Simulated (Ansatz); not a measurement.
**Carrier properties of monolayer ZrS2**

Input:

```xyz
3
Lattice="3.5749 0.0000 0.0000 -1.7875 3.0960 0.0000 0.0000 0.0000 18.9473" Properties=species:S:1:pos:R:3 pbc="T T T"
Zr     0.0000     0.0000     9.4737
S      0.0000     2.0640    10.9726
S      1.7875     1.0320     7.9747
```

These are PBE with spin-orbit coupling, rigid bands (plane waves, PAW; Ansatz, a first-principles code) values and carry that method's errors. Condition of this run: biaxial strain -3 % with spin-orbit coupling. How the cell was made: cell and atoms relaxed with PBE, then loaded as said.

```
Item                                                 Result
----------------------------------------------  -----------
band gap                                            0.79 eV
electron conductivity mass (300 K, dilute)          0.43 mₑ
hole conductivity mass (300 K, dilute)              0.31 mₑ
effective density of states N_c (300 K)         2.2e13 cm⁻²
effective density of states N_v (300 K)         3.2e12 cm⁻²
Seebeck coefficient, n-type 1.9e12 cm⁻², 300 K    -377 μV/K
Seebeck coefficient, p-type 1.9e12 cm⁻², 300 K     226 μV/K
```

Rigid bands; masses and Seebeck coefficients take one relaxation time τ for all states and one kind of carrier; polarons and phonon drag are left out.

Model free-standing layer, not matched to a measured one here: monolayer ZrS2.
